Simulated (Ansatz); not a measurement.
# V under a change: x(Ta) = 0.5, 4 atoms, Fd-3m

Take V in the bcc (W type) structure (space group Im-3m, No. 229; a = 2.959 Å) as the base.

The other end (x = 1) is Ta in the bcc (W type) structure (space group Im-3m, No. 229): 17.68 Å³/atom, gap zero.

The change: Ta replaces 50.0 % of the V, ordered in a cell of 4 atoms (starting symmetry Fd-3m) and fully relaxed.

The values are results of Ansatz (a first-principles code) PBEsol, no SOC, not measurements. Γ-centred 13×13×13 mesh, Fermi–Dirac width 0.05 eV, for the changed cell.

| quantity | base | changed | shift |
|---|---|---|---|
| volume per atom | 12.95 Å³ | 15.43 Å³ | +2.48 Å³ |
| density | 6.53 g/cm³ | 12.48 g/cm³ | +5.95 g/cm³ |
| shortest interatomic distance | 2.562 Å | 2.716 Å | +0.154 Å |
| band gap | zero | zero | – |
| mixing energy (to 0.01 eV only: unlike meshes or grids) | – | +0.08 eV/atom | – |
| deviation of the volume from the linear (Vegard-type) interpolation | – | +0.8 % | – |

Each cell is one ordered arrangement of few atoms, which overstates ordering effects compared with a random alloy. Stability against distortions was not tested. Starting moments died away, wholly or in part, for x(Ta) = 0.5, 4 atoms, Fd-3m and the base; another magnetic solution may exist. All final runs are without spin polarisation.
